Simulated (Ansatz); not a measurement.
BP (F-43m), Ansatz (a program for electronic structure) with HSE06 with spin-orbit coupling, rigid bands: N_v = 2.23e19 cm⁻³ at 300 K and a hole conductivity mass of 0.408 mₑ.

### Question
For 1e17 holes per cm³ at 300 K, place the Fermi level, estimate the Seebeck coefficient of a parabolic band with constant τ, and give mobility and conductivity for τ = 5 fs.

### Answer
The level lies k_BT ln(N_v/p) = 0.140 eV above the valence-band maximum. S ≈ +(k_B/e)[ln(N_v/p) + 5/2] = 681 μV/K, against 709 μV/K from the full bands (mean over directions). μ = eτ/m = 21.6 cm²/(V·s) and σ = peμ = 0.345 S/cm. τ is assumed, not computed.

Band transport and this doping are assumed; polarons and phonon drag are left out. Geometry: cell and atoms relaxed with PBEsol.
